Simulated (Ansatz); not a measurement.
The starting structures come from a database of crystals and need not be the phases stable at ambient conditions.

 Where the default PAW files enter, the runs use the earlier of Ansatz's two default sets.

Consider the following.

```
SnS2
1.0
    7.37625     0.00000     0.00000
   -3.68812     6.38802     0.00000
    3.68812     2.12934     6.02268
Sn S
4 8
Direct
  0.25000   0.87500   0.87500
  0.75000   0.87500   0.87500
  0.25000   0.37500   0.87500
  0.75000   0.87500   0.37500
  0.75598   0.12201   0.12201
  0.25598   0.62799   0.62799
  0.75598   0.63397   0.12201
  0.25598   0.62799   0.11603
  0.24402   0.12201   0.63397
  0.74402   0.11603   0.62799
  0.24402   0.12201   0.12201
  0.74402   0.62799   0.62799
```

Space group of this cell: Fd-3m. The cell is taken as given; by PBEsol its mean pressure is -0.6 GPa.

All values below come from PBEsol (plane waves, PAW; Ansatz, a program for electronic structure).

The current runs along the normal of the first two printed vectors; no spin-orbit coupling. Scaled by the factor s: the length along the current (ions clamped). Meshes 6×6×6 and 6×6 across the current in all rows.

```tsv
s	mean pressure (GPa)	band gap (eV)
0.97	1.9	?
1.00	-0.6	1.13
1.03	-2.6	0.99
```

Q: Take the slope of the band gap against ln s from the two given rows, extrapolate to s = 0.97, and say what the run there gives.

A: Slope = (0.99 − 1.13) / ln 1.03 = -4.74 eV. The line gives 1.13 + (-4.74) × ln 0.97 = 1.27 eV. The run gives 1.03 eV, 0.24 eV under the line, 169 % of the predicted step.
